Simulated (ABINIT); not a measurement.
**Converging the k-point mesh: Ca (Fm-3m, 1 atom in the cell)**

```xyz
1
Lattice="0.0000 2.7984 2.7984 2.7984 0.0000 2.7984 2.7984 2.7984 0.0000" Properties=species:S:1:pos:R:3 pbc="T T T"
Ca     0.0000     0.0000     0.0000
```

Computed with PBEsol, norm-conserving pseudopotentials (PseudoDojo nc-sr-04 PBEsol standard) (plane waves; ABINIT 10.0.3).

Base settings: pseudos = [Ca.upf]; ecut = 34 Ha; occopt = 7; tsmear = 0.1 eV; ngkpt = 7 7 7; nshiftk = 1; shiftk = 0 0 0; potentials = PseudoDojo nc-sr-04 PBEsol standard; nband = 10; kptopt = 1.

Only quantities that move along the ladder and can be compared are tabulated.

The count of work is k-points × plane waves × bands × iterations; it is no time. Core times come from one kind of shared machine, to one figure; runs under 30 s give none.

The starting cell has typed, rounded lattice constants, without a prior relaxation at this level. Its lattice was rescaled by up to half a per cent.

```tsv
ngkpt	free energy less the last step's (meV/atom)	pressure (GPa)	count of work / last	core time / last (rough)
2 2 2	384.68	-3.93	0.0052	–
3 3 3	41.41	-1.13	0.014	–
4 4 4	-64.79	-1.16	0.024	–
6 6 6	24.14	-1.31	0.049	–
7 7 7	-5.69	-1.21	0.061	–
9 9 9	2.03	-1.22	0.11	–
11 11 11	-0.70	-1.25	0.17	–
13 13 13	0.17	-1.25	0.26	–
15 15 15	-0.09	-1.24	0.37	0.7
18 18 18	-0.10	-1.24	0.59	0.4
22 22 22	0.00	-1.25	1.0	1
```

Coarsest ngkpt that holds the free energy within 5 meV/atom of the last step, with all finer ones: 9 9 9, at 0.11 of the last step's count of work; the step before is off by 5.7 meV/atom.

Coarsest ngkpt that holds the pressure within 0.2 GPa of the last step, with all finer ones: 3 3 3, at 0.014 of the last step's count of work; the step before is off by 2.7 GPa.
